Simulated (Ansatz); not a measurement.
Input:

```
CELL_PARAMETERS angstrom
      3.08271     0.00000     0.00000
     -1.54136     2.66971     0.00000
      0.00000     0.00000     4.81424
ATOMIC_POSITIONS crystal
  Ta 0.66667 0.33333 0.74731
  Ta 0.33333 0.66667 0.25269
  N  0.00000 0.00000 0.00000
```

Level of theory: PBEsol, DFPT electron-phonon coupling, linearised Boltzmann equation (plane waves, PAW, scalar-relativistic; Ansatz, an electronic-structure program). How the cell was made: relaxed with this functional, without spin-orbit coupling.

### Question
Estimate the phonon-limited resistivity at 300 K, by direction if it differs.

### Answer
17.4 (x), 17.4 (y), 11.0 (z) μΩ·cm.

### Question
And the electrons' mean free path at that temperature?

### Answer
7.1 (x), 7.1 (y), 7.8 (z) nm, weighted by the current that each state carries. Wires not much wider than this gain resistivity from their walls.

A metal at this level (no band gap). Only scattering by harmonic phonons is included (no impurities, grain boundaries, electron-electron scattering or thermal expansion). Spin-orbit coupling is left out, which matters with elements this heavy. The run warned that the eigensolver left some states short of its tolerance. Halving the electron mesh (32x32x20) moves the resistivity by up to 5 % at 300 K, the mean free path by up to 2 %. Smearing 0.20 eV; phonons on a 5x5x3 q mesh, which this run doesn't test.

Computed structure with no diffraction record at hand here (it may be known, metastable or hypothetical): Ta2N (P-3m1).
